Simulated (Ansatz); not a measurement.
Input:

```
MgS
1.0
    0.00000     2.62698     2.62698
    2.62698     0.00000     2.62698
    2.62698     2.62698     0.00000
S Mg
1 1
Direct
  0.00000   0.00000   0.00000
  0.50000   0.50000   0.50000
```

No spin polarisation.

The values are results of Ansatz (a program for electronic structure) PBE, without spin-orbit coupling, earlier PAW set, not measurements. Γ-centred 11×11×11 mesh, Fermi–Dirac width 0.05 eV.

Predict the smallest direct gap.

3.50 eV.

Estimate the gap character.

Indirect, Γ → X.

Estimate the electron mass.

0.51 mₑ along k, 0.29 mₑ across (at X).

Load acts through the strain it causes; cell and atoms are relaxed under it. Masses are band curvatures over ±0.01 Å⁻¹ around the edge. Along k means along the line from Γ to the band edge. No phonon test of stability was made. The cell was made from MgS in the rock salt structure (space group Fm-3m, No. 225) by this change: pressure −1 GPa.
